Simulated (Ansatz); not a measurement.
The parent structure is FeO in the rock salt structure (space group Fm-3m, No. 225; ferromagnetic).

```
FeO
1.0
    0.00000     2.12291     2.12291
    2.12291     0.00000     2.12291
    2.12291     2.12291     0.00000
Fe O
1 1
Direct
  0.00000   0.00000   0.00000
  0.50000   0.50000   0.50000
```

Calculations: PBEsol/PAW in Ansatz (an electronic-structure program), no SOC.

Base values:

- Shortest interatomic distance: 2.123 Å
- Magnetic state: ferromagnetic
- Largest site moment: 3.42 μB

Perturbation: full substitution Fe → Co; the structure is relaxed again.

Task: Estimate the effect on the shortest interatomic distance.

Result: The shortest interatomic distance drops by 0.039 Å, from 2.123 Å to 2.084 Å.

Task: Estimate the effect on the magnetic state.

Result: The magnetic state stays ferromagnetic.

Task: Predict the new largest site moment.

Result: The largest site moment shrinks by 1.085 μB, from 3.42 μB to 2.33 μB.

No phonon test of stability was made. No Hubbard U is applied and the magnetic state is the run's own (CoO ferromagnetic; FeO ferromagnetic); other magnetic orders, which need larger cells, were not tried and can change the gap. In its common phase, real CoO is an antiferromagnetic insulator at low temperature. In its common phase, real FeO is an antiferromagnetic insulator at low temperature.
